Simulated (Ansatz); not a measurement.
## AlRu: point defects

Take an 8-atom supercell of AlRu in the CsCl type structure (space group Pm-3m, No. 221; a = 3.004 Å) at its relaxed geometry as the base.

One neutral defect a cell, atoms relaxed at fixed cell.

Method: DFT with PBE, PAW potentials and a 420 eV plane-wave cutoff in Ansatz (an electronic-structure program), scalar-relativistic without spin-orbit coupling, earlier PAW set.

```csv
variant,pressure,largest displacement of a host atom from its site in the perfect cell
perfect supercell,0.1 GPa,–
Ru vacancy,-4.6 GPa,0.00 Å
Sb on a Ru site,20.1 GPa,0.40 Å
"Al on a Ru site (antisite), symmetric start",4.0 GPa,0.00 Å
Al vacancy,-10.0 GPa,0.31 Å
Ru interstitial (started 1.50 Å from the nearest host atom),61.5 GPa,1.65 Å
```

In so small a cell the defect repeats every few ångströms: this is an ordered compound, not a dilute defect. Defects with a symmetric start kept the site's symmetry and may sit on a saddle; the others started slightly shaken. All final runs are without spin polarisation.
